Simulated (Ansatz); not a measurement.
1T (CdI2-type) MnI₂ was calculated with r²SCAN (plane waves, PAW; Ansatz, a program for electronic structure).

Settings: plane-wave cutoff 560 eV, 12×12×6 k mesh (along the axes of the cell as run), Fermi–Dirac smearing 0.01 eV, spin-polarised with parallel moments, scalar-relativistic PAW data made under PBE.

Energies at three volumes about the minimum:

```json
[
 {"V (Å³/atom)": "34.869", "E − E_lowest (meV/atom)": "0.49"},
 {"V (Å³/atom)": "35.581", "E − E_lowest (meV/atom)": "0.00"},
 {"V (Å³/atom)": "36.292", "E − E_lowest (meV/atom)": "0.33"}
]
```

Task: Fit a parabola by hand: where is the minimum, and what is the bulk modulus?

Result: Slopes: (0.00 − 0.49)/(35.581 − 34.869) = -0.688 and (0.33 − 0.00)/(36.292 − 35.581) = 0.464 meV/Å³. Curvature E″ = 2 × (0.464 − (-0.688))/(36.292 − 34.869) = 1.619 meV/Å⁶. From the middle of the first interval, the slope vanishes at V0 = 35.2250 − (-0.688)/1.619 = 35.650 Å³/atom. B = V0 E″ = 35.650 × 1.619 meV/Å³ × 0.1602 GPa per meV/Å³ = 9.25 GPa. The full Birch–Murnaghan fit to all volumes gives V0 = 35.609 Å³/atom and B0 = 8.99 GPa.

Shape and atoms are relaxed at each volume.

Note: the magnetic order was assumed, not searched for or taken from measurement; the cell comes from a level without a dispersion term, which matters for the spacing of layers, chains or molecules; the bulk modulus comes from volumes at which shape and atoms were relaxed; the cell has widely spaced layers and the level no dispersion term, so their spacing and the moduli can rest on weak binding.
